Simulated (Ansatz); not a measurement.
Consider the following.

Host crystal: monoclinic HfO2, with a band gap (PBE, scalar-relativistic without spin-orbit coupling).

End structure of Al on a Hf site (surface) in a 2x1 cell of the 1x1 (100) surface of monoclinic HfO2 (cut with top plane 2 O):

```
CELL_PARAMETERS angstrom
     10.42402     0.00000     0.00000
      0.00000     5.35246     0.00000
      0.00000     0.00000    28.50000
ATOMIC_POSITIONS crystal
  O  0.09314 0.86339 0.33630
  O  0.59314 0.86339 0.33630
  O  0.15686 0.36339 0.33630
  O  0.65686 0.36339 0.33630
  Hf 0.03635 0.16021 0.37295
  Hf 0.53641 0.16095 0.37276
  Hf 0.21365 0.66024 0.37285
  Hf 0.71353 0.66023 0.37282
  O  0.36986 0.90129 0.39971
  O  0.86909 0.89946 0.39942
  O  0.38073 0.40078 0.39933
  O  0.87993 0.39913 0.40009
  O  0.12158 0.44111 0.42356
  O  0.62176 0.44068 0.42380
  O  0.12832 0.94077 0.42381
  O  0.62792 0.94128 0.42374
  Hf 0.27752 0.17603 0.45055
  Hf 0.77518 0.17489 0.45148
  Hf 0.47468 0.67855 0.45076
  Hf 0.97231 0.67471 0.45040
  O  0.33471 0.50268 0.48687
  O  0.83488 0.49860 0.48830
  O  0.41467 0.00015 0.48837
  O  0.91393 0.99809 0.48760
  O  0.08359 0.68006 0.51216
  O  0.58906 0.67994 0.51197
  O  0.16301 0.18763 0.51172
  O  0.66394 0.17533 0.51389
  Hf 0.02970 0.00568 0.54859
  Hf 0.52374 0.99374 0.55172
  Hf 0.22495 0.51111 0.54858
  Hf 0.72368 0.49975 0.54968
  O  0.39038 0.69490 0.57149
  O  0.87732 0.73107 0.57755
  O  0.36831 0.22041 0.57689
  O  0.88020 0.23333 0.57720
  O  0.12362 0.29487 0.60257
  O  0.61518 0.26883 0.60127
  O  0.15152 0.81661 0.59651
  O  0.63598 0.77004 0.60152
  Al 0.26562 0.06623 0.62298
  Hf 0.78919 0.00670 0.62675
  Hf 0.45707 0.48248 0.62646
  Hf 0.96334 0.51001 0.62932
  O  0.33435 0.29716 0.66370
  O  0.84028 0.31140 0.66401
  O  0.38222 0.83203 0.64428
  O  0.91108 0.81320 0.66472
```

Model: 48-atom slab, 9.3 Å thick at the start (thin: gaps and levels are the slab's own), 2x4x1 mesh, Fermi-Dirac 0.01 eV, dipole correction, 4 atoms held, the rest relaxed; no symmetry held; spin-polarised, ending with about 1.0 μB a cell; orders that need a larger cell were not tried, no spin-orbit, no U.

Q: What formation energy against fcc Al, hcp Hf does PBE in Ansatz (an electronic-structure program) give?

A: 4.06 eV

Q: Give the highest filled level below the top vacuum level at the level PBE.

A: 6.86 eV

Q: Predict the change of the step from the bottom to the top vacuum level, against the clean slab from PBE.

A: -0.36 eV

Q: What gap of the slab on its k-mesh does PBE give?

A: 0.69 eV
